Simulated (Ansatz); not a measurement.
Base system: Pd in the fcc (Cu type) structure (space group Fm-3m, No. 225; a = 3.841 Å; relaxed with 0.1 eV smearing). Axes: x, y, z lie along the cube axes.

Level of theory: LDA/PAW in Ansatz (a quantum-chemistry and plane-wave program), no spin-orbit coupling.

Perturbation: compressive biaxial strain of 1.67 % in the plane normal to [111], as in epitaxy on a mismatched substrate; the out-of-plane cell vector and the atoms relax.

Task: Predict the new out-of-plane strain.

Result: The out-of-plane strain amounts to +1.61 %.

Task: Estimate the effect on the energy relative to the base.

Result: The energy rises by 9.5 meV/atom.

Task: What happens to the in-plane stress?

Result: The mean in-plane stress (compression positive) comes out as +6.7 GPa.

Whether these cells are dynamically stable was not tested. The final runs are not spin-polarised.
